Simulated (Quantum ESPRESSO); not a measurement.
Input and output of a self-consistent single point for LaSe2 (P2_1/c, 12 atoms in the cell) (Quantum ESPRESSO).

Computed with PBEsol, GBRV 1.5 ultrasoft (PBESOL) pseudopotentials (plane waves; Quantum ESPRESSO 7.5).

```yaml
crystal:
  lattice:
    - [8.65980, 0.00000, 0.00000]
    - [0.00000, 4.29892, 0.00000]
    - [-0.02971, 0.00000, 8.58423]
  atoms:
    - { symbol: La, position: [0.72329, 0.77940, 0.87272] }
    - { symbol: La, position: [0.27671, 0.22060, 0.12728] }
    - { symbol: La, position: [0.27671, 0.27940, 0.62728] }
    - { symbol: La, position: [0.72329, 0.72060, 0.37272] }
    - { symbol: Se, position: [0.99751, 0.32592, 0.88410] }
    - { symbol: Se, position: [0.00249, 0.67408, 0.11590] }
    - { symbol: Se, position: [0.00249, 0.82592, 0.61590] }
    - { symbol: Se, position: [0.99751, 0.17408, 0.38410] }
    - { symbol: Se, position: [0.63403, 0.24118, 0.12574] }
    - { symbol: Se, position: [0.36597, 0.75882, 0.87426] }
    - { symbol: Se, position: [0.36597, 0.74118, 0.37426] }
    - { symbol: Se, position: [0.63403, 0.25882, 0.62574] }
```

Reference input (self-consistent single point, DFT, PBEsol, plane waves, GBRV 1.5 ultrasoft (PBESOL) pseudopotentials): ecutwfc = 40 Ry; ecutrho = 200 Ry; occupations = smearing; smearing = gauss; degauss = 0.000734986 Ry; potentials = {La: la_pbesol_v1.uspp.F.UPF, Se: se_pbesol_v1.uspp.F.UPF}; K_POINTS = automatic 3 6 3 0 0 0; conv_thr = 1e-11 Ry; mixing_beta = 0.3. This run's input differs from it in these lines:

```diff
@@ -20,4 +20,4 @@
   occupations = 'smearing'
-  smearing = 'gauss'
-  degauss = 0.000734986
+  smearing = 'cold'
+  degauss = 0.02205
 /
```

Log, with long lists cut:

```
     Self-consistent Calculation

     iteration #  1     ecut=    40.00 Ry     beta= 0.30

---- Real-time Memory Report at c_bands before calling an iterative solver
           959 MiB given to the printing process from OS
           261 MiB allocation reported by mallinfo(arena+hblkhd)
------------------

     Threshold (ethr) on eigenvalues was too large:
     Diagonalizing with lowered threshold

---- Real-time Memory Report at c_bands before calling an iterative solver
          1171 MiB given to the printing process from OS
           277 MiB allocation reported by mallinfo(arena+hblkhd)
------------------

   [... lines left out ...]

     negative rho (up, down):  2.201E-01 0.000E+00

     total energy              =    -756.74453760 Ry
     estimated scf accuracy    <          2.2E-11 Ry

     iteration # 16     ecut=    40.00 Ry     beta= 0.30

---- Real-time Memory Report at c_bands before calling an iterative solver
          1218 MiB given to the printing process from OS
           332 MiB allocation reported by mallinfo(arena+hblkhd)
------------------
     Minimization algorithm failed to find Fermi energy: reverting to bisection
     Possible cause: smearing is larger than the electronic band-gap.

     negative rho (up, down):  2.201E-01 0.000E+00
     End of self-consistent calculation

     the Fermi energy is     8.7688 ev

!    total energy              =    -756.74453760 Ry
     estimated scf accuracy    <          3.8E-12 Ry
     smearing contrib. (-TS)   =       0.00304847 Ry
     internal energy E=F+TS    =    -756.74758607 Ry

     convergence has been achieved in  16 iterations

     negative rho (up, down):  2.201E-01 0.000E+00

     Forces acting on atoms (cartesian axes, Ry/au):

     atom    1 type  1   force =    -0.00022275    0.00045527    0.00046701
     atom    2 type  1   force =     0.00022275   -0.00045527   -0.00046701
     atom    3 type  1   force =     0.00022275    0.00045527   -0.00046701
     atom    4 type  1   force =    -0.00022275   -0.00045527    0.00046701
     atom    5 type  2   force =     0.00023197   -0.00274056   -0.00349161
   [... lines left out ...]
     Total force =     0.009287     Total SCF correction =     0.000003
   [... lines left out ...]

     negative rho (up, down):  2.201E-01 0.000E+00
          total   stress  (Ry/bohr**3)                   (kbar)     P=      -36.01
  -0.00023229   0.00000000  -0.00000430          -34.17        0.00       -0.63
   0.00000000  -0.00025449   0.00000000            0.00      -37.44        0.00
  -0.00000430   0.00000000  -0.00024767           -0.63        0.00      -36.43

   JOB DONE.
```

The run converged in 16 iterations. Against the reference run the free energy rises by 1.9 meV/atom, the pressure moves little (-3.58 to -3.60 GPa) and the largest force stays at 0.114 eV/Å.

The starting cell comes from a database of computed structures (which also holds hypothetical and non-ambient phases and stackings), without a prior relaxation at this level. Its lattice was rescaled by a random factor within 2.5 % of one. With a pressure of about -4 GPa the cell is away from its equilibrium volume at this level.

Cost on one core of a shared machine: roughly 5 min.
